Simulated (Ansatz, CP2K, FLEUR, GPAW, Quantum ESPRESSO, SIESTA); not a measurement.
## Al₂Cu (I4/mcm, 6 atoms in the cell) computed with different codes at matched settings

Self-consistent single point.

```yaml
crystal:
  lattice:
    - [-2.99890, 2.99890, 2.39274]
    - [2.99890, -2.99890, 2.39274]
    - [2.99890, 2.99890, -2.39274]
  atoms:
    - { symbol: Al, position: [0.84139, 0.65861, 0.50000] }
    - { symbol: Al, position: [0.15861, 0.34139, 0.50000] }
    - { symbol: Al, position: [0.65861, 0.15861, 0.81722] }
    - { symbol: Al, position: [0.34139, 0.84139, 0.18278] }
    - { symbol: Cu, position: [0.25000, 0.25000, 0.00000] }
    - { symbol: Cu, position: [0.75000, 0.75000, 0.00000] }
```

Shared settings, as Ansatz (a first-principles code) writes them: kpoints.mp_grid.grid = 6 6 6; scf.occupations.method = gaussian; scf.occupations.width = 0.272 eV. Potentials and cutoffs stand in the table.

```tsv
code	model	pressure (GPa)	largest force (eV/Å)	cutoff
CP2K	LDA (Pade form), GPW, DZVP-MOLOPT-SR-GTH basis, GTH-PADE potentials (GTH_POTENTIALS)	-2.14	0.036	grid 600 Ry
GPAW	LDA (Perdew-Wang 92), GPAW PAW datasets LDA (gpaw-data 1.0.1)	-2.15	0.057	800 eV
SIESTA	LDA PW92, numerical atomic orbitals TZP, PseudoDojo LDA standard norm-conserving potentials (rewritten from UPF to PSML)	-2.01	0.036	grid 350 Ry
Ansatz	LDA (PW92), default PAW files made with PBE	-2.47	0.067	default
Quantum ESPRESSO	LDA (PZ), PSlibrary PAW (LDA) pseudopotentials	-2.51	0.067	55 Ry
FLEUR	LDA (Perdew-Zunger), all-electron FLAPW (FLEUR), scalar-relativistic valence	–	0.065	Kmax 4.2 1/bohr
```

A dash marks a value that a program does not give, or that is left out as unsure.

On Ansatz's run: spin polarisation is off.

The spread over the programs that give each value: pressure within 0.50 GPa; largest force within 0.031 eV/Å.

CP2K and SIESTA use small atom-centred bases, whose incompleteness enters pressures, forces and empty levels differently from a plane-wave cutoff. FLEUR treats all electrons, but the usual bases taken here (sphere radii, linearisation, local orbitals, empty states) were not tested for convergence, so the values are no reference for the others. Ansatz's pressure is given at a fixed set of plane waves, as the other plane-wave codes print theirs; with its correction for the finite basis it is -2.40 GPa. The same LDA comes in different parametrisations, which differ slightly.

The starting cell comes from a database of computed structures (which also holds hypothetical and non-ambient phases and stackings), without a prior relaxation at this level.

Left out of this page: Elk (not drawn, or without a comparable value).

Keys are those of Ansatz 0.2.
